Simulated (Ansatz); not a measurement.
The starting structures come from a database of crystals and need not be the phases stable at ambient conditions.

 Where the default PAW files enter, the runs use the earlier of Ansatz's two default sets.

The decay constant κ of evanescent states in the gap governs leakage through a thin film.

Data:

```
CELL_PARAMETERS angstrom
      4.10164     0.00000     0.00000
      0.00000     8.96052     0.00000
      2.05082     4.48026     3.81792
ATOMIC_POSITIONS crystal
  Be 0.25000 0.75000 0.50000
  Be 0.75000 0.25000 0.50000
  Be 0.37817 0.83137 0.00000
  Be 0.62183 0.16863 0.00000
  Be 0.87817 0.66863 0.00000
  Be 0.12183 0.33137 0.00000
  H  0.62313 0.43682 0.30342
  H  0.37687 0.56318 0.69658
  H  0.07345 0.25976 0.30342
  H  0.92655 0.74024 0.69658
  H  0.42655 0.06318 0.69658
  H  0.57345 0.93682 0.30342
  H  0.87687 0.24024 0.69658
  H  0.12313 0.75976 0.30342
  H  0.77555 0.31148 0.00000
  H  0.22445 0.68852 0.00000
  H  0.27555 0.18852 0.00000
  H  0.72445 0.81148 0.00000
```

Space group of this cell: Ibam. The cell is taken as given.

Transport runs along the normal of the first two printed cell vectors.

No gap correction and no spin-orbit coupling; mid-gap values are interpolated between computed energies.

### Question
Predict the band gap and the smallest decay constant κ at mid-gap from r2SCAN (Ansatz, a quantum-chemistry and plane-wave program).

### Answer
Gap 5.98 eV on a 8×8×8 mesh; κ = 0.434 1/Å, at the zone centre.
